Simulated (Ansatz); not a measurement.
Input and report of a finite-temperature phonon run in Ansatz (PBEsol). The cell is fixed at its relaxed static size. Melting and transitions to other phases are not modelled. An odd repeat of the supercell leaves out some zone-boundary points, where instabilities often lie.

Ansatz 0.2 input:
```yaml
crystal:
  lattice:
    - [0.0, 2.0038744012, 2.0038744012]
    - [2.0038744012, 0.0, 2.0038744012]
    - [2.0038744012, 2.0038744012, 0.0]
  atoms:
    - { symbol: F, position: [0.0, 0.0, 0.0] }
    - { symbol: Li, position: [0.5, 0.5, 0.5] }
kpoints:
  mp_grid: { grid: [9, 9, 9] }
hamiltonian:
  xc: pbesol
  pseudopotentials: { kind: paw }
scf:
  occupations: { method: fixed }
phonons:
  supercell: [3, 3, 3]
  self_consistent:
    temperatures: [300, 600]
    max_frequency_error: 3.0
    max_frames: 240
checkpoint:
  write: run
output:
  stress: true
```

```
--- Phonons at temperature: the self-consistent harmonic approximation ---
  24 frames of 54 atoms (3×3×3 cells), in populations of 8, 8 at 600 K and 8 at 300 K: nothing lacks frames
  of 24 their SCF's own steps read whether they stand on a minimum of the electronic energy; no probe, look outside the group or whole filling of a shell is made of a frame, whatever scf.lower_state_search; one on another minimum than the …
  at 300 K
    the largest error of a frequency is 0.07 times what was asked for; the fitted model misses 2.7 % of the forces, every mode counted alike and far frames for less, of frames that it was not fitted to; the frames count as 8.1 of this …
    softest of the free energy's second derivatives: 172.98 ± 0.45 cm⁻¹ at q 0.0000 0.0000 0.6667; not told ahead of this temperature's last population
    the crystal stands in this phase at this temperature, as far as these wave vectors tell
    the ions' mean positions are those at rest
    free energy -1006.475286 ± 0.000088 eV a cell, of which vibrations 0.081374; entropy 32.525 ± 0.033 J/(mol·K) of cells
      by the supercell's own 159 modes alone, which lack the rigid motions: not to be laid beside figures on a mesh. There are none: the force constants hold no dipole–dipole term between the supercell's wave vectors
      the supercell's own free energy is the best Gaussian's, an upper bound on the crystal's: what lies beyond it on the fitted surface stands below, to be added
    pressure 2.7943 ± 0.0084 GPa; at rest -0.0026, so that the ions' motion makes +2.7969
      stress (GPa, positive in compression): xx 2.7943 ± 0.0084, yy 2.7943 ± 0.0084, zz 2.7943 ± 0.0084, yz 0.0000 ± 0.0000, xz 0.0000 ± 0.0000, xy 0.0000 ± 0.0000
      by the supercell's own 159 modes alone, which lack the rigid motions: in the warmth about 1/54 of what the motion makes, which no ± holds; not to be laid beside figures on a mesh
    beyond the Gaussian, in the hollow that it stands in and those that the ions reach from there, by exact statistics on the surface that is fitted to the frames (rings of 8 beads):
      free energy -0.002470 ± 0.000077 eV a cell
      leaving out a pair of frames, or group of many, changes the fitted energy by up to 0.05 k_B T, T the rings' temperature (one standard deviation); of these ± those of the frequencies lack the bias that few frames leave, and those of …
      pressure +0.0993 ± 0.0183 GPa; with it, by the rings' own mean, 2.8937 ± 0.0170, so that the ions' motion makes +2.8963: by the supercell's own 159 modes alone, as the Gaussian's
      mean square displacement, over the three axes, of site 1 from 0, Li, the most changed: 0.03148 ± 0.00013 Å², of which +0.00261 beyond the Gaussian's
      softest frequency by how far the rings' centres move (above zero always: no sign of whether the crystal stands): 172.45 ± 0.51 cm⁻¹ at q 0.0000 0.3333 0.0000
    frequencies (cm⁻¹; below zero: imaginary; ±: error) of the harmonic crystal, of the Gaussian, of the free energy's second derivatives, each in its own ascending order
      q 0.0000 0.0000 0.0000
           299.59      337.79 ±  0.70      313.81 ±  2.54
           299.59      337.79 ±  0.70      313.81 ±  2.54
           299.59      337.79 ±  0.70      313.81 ±  2.54
      q 0.0000 0.0000 0.3333, and 7 like it
           174.37      186.66 ±  0.34      172.98 ±  0.45
           174.37      186.66 ±  0.34      172.98 ±  0.45
           292.45      325.27 ±  0.60      301.82 ±  1.01
           292.45      325.27 ±  0.60      301.82 ±  1.01
           317.75      325.92 ±  0.60      318.17 ±  0.74
           610.82      626.19 ±  0.90      613.10 ±  0.96
      q 0.0000 0.3333 0.3333, and 5 like it
           212.77      211.09 ±  0.17      209.81 ±  0.16
           212.77      211.09 ±  0.17      209.81 ±  0.16
           305.07      330.56 ±  0.57      314.72 ±  0.79
           327.54      365.34 ±  0.63      343.30 ±  1.03
           327.54      365.34 ±  0.63      343.30 ±  1.03
           505.05      516.30 ±  0.53      504.72 ±  0.62
      q 0.0000 0.3333 0.6667, and 11 like it
           231.73      242.36 ±  0.37      231.48 ±  0.47
           304.86      325.80 ±  0.25      314.61 ±  0.73
           313.85      335.24 ±  0.31      319.52 ±  0.29
           321.31      336.85 ±  0.56      324.08 ±  0.57
           397.84      423.09 ±  0.80      407.40 ±  1.14
           456.73      474.82 ±  0.48      458.94 ±  0.66
  at 600 K
    the largest error of a frequency is 0.12 times what was asked for; the fitted model misses 2.3 % of the forces, every mode counted alike and far frames for less, of frames that it was not fitted to; the frames count as 10.7 of this …
    softest of the free energy's second derivatives: 170.77 ± 0.60 cm⁻¹ at q 0.6667 0.0000 0.0000; not told ahead of this temperature's last population
    the crystal stands in this phase at this temperature, as far as these wave vectors tell
    the ions' mean positions are those at rest
    free energy -1006.624935 ± 0.000150 eV a cell, of which vibrations -0.068276; entropy 61.033 ± 0.032 J/(mol·K) of cells
      by the supercell's own 159 modes alone, which lack the rigid motions: not to be laid beside figures on a mesh. There are none: the force constants hold no dipole–dipole term between the supercell's wave vectors
      the supercell's own free energy is the best Gaussian's, an upper bound on the crystal's: what lies beyond it on the fitted surface stands below, to be added
    pressure 4.6140 ± 0.0179 GPa; at rest -0.0026, so that the ions' motion makes +4.6166
      stress (GPa, positive in compression): xx 4.6140 ± 0.0179, yy 4.6140 ± 0.0179, zz 4.6140 ± 0.0179, yz -0.0000 ± 0.0000, xz 0.0000 ± 0.0000, xy 0.0000 ± 0.0000
      by the supercell's own 159 modes alone, which lack the rigid motions: in the warmth about 1/54 of what the motion makes, which no ± holds; not to be laid beside figures on a mesh
    beyond the Gaussian, in the hollow that it stands in and those that the ions reach from there, by exact statistics on the surface that is fitted to the frames (rings of 4 beads):
      free energy -0.009013 ± 0.000345 eV a cell
      leaving out a pair of frames, or group of many, changes the fitted energy by up to 0.09 k_B T, T the rings' temperature (one standard deviation); of these ± those of the frequencies lack the bias that few frames leave, and those of …
      pressure +0.3029 ± 0.0344 GPa; with it, by the rings' own mean, 4.9171 ± 0.0377, so that the ions' motion makes +4.9197: by the supercell's own 159 modes alone, as the Gaussian's
      mean square displacement, over the three axes, of site 1 from 0, Li, the most changed: 0.05549 ± 0.00060 Å², of which +0.00892 beyond the Gaussian's
      softest frequency by how far the rings' centres move (above zero always: no sign of whether the crystal stands): 169.33 ± 1.03 cm⁻¹ at q 0.3333 0.0000 0.0000
    frequencies (cm⁻¹; below zero: imaginary; ±: error) of the harmonic crystal, of the Gaussian, of the free energy's second derivatives, each in its own ascending order
      q 0.0000 0.0000 0.0000
           299.59      359.04 ±  0.79      315.01 ±  1.29
           299.59      359.04 ±  0.79      315.01 ±  1.29
           299.59      359.04 ±  0.79      315.01 ±  1.29
      q 0.0000 0.0000 0.3333, and 7 like it
           174.37      193.96 ±  0.40      170.77 ±  0.60
```

Cost: around 70 core-minutes (rough).

Ansatz is a quantum-chemistry and plane-wave program.
